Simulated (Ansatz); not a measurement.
**Ti3AlC: pressure −1 GPa**

The parent structure is Ti$_{3}$AlC in the anti-perovskite structure (space group Pm-3m, No. 221; a = 4.141 Å; a cell from a computed database, its experimental status unchecked).

Perturbation: hydrostatic tension (pressure −1 GPa).

Computed with PBEsol (Ansatz, a program for electronic structure; PAW; 420 eV plane waves; scalar-relativistic without spin-orbit coupling). k-mesh 11×11×11 (Γ-centred); smearing 0.05 eV (Fermi–Dirac).

| quantity | base | changed | shift |
|---|---|---|---|
| density | 4.27 g/cm³ | 4.24 g/cm³ | -0.03 g/cm³ |
| lattice parameter a | 4.141 Å | 4.149 Å | +0.0085 Å |
| shortest interatomic distance | 2.070 Å | 2.075 Å | +0.0043 Å |
| band gap | zero | zero | – |

Load acts through the strain it causes; cell and atoms are relaxed under it. Whether these cells are dynamically stable was not tested. The final runs are not spin-polarised. An odd electron count without spin: Ti3AlC.
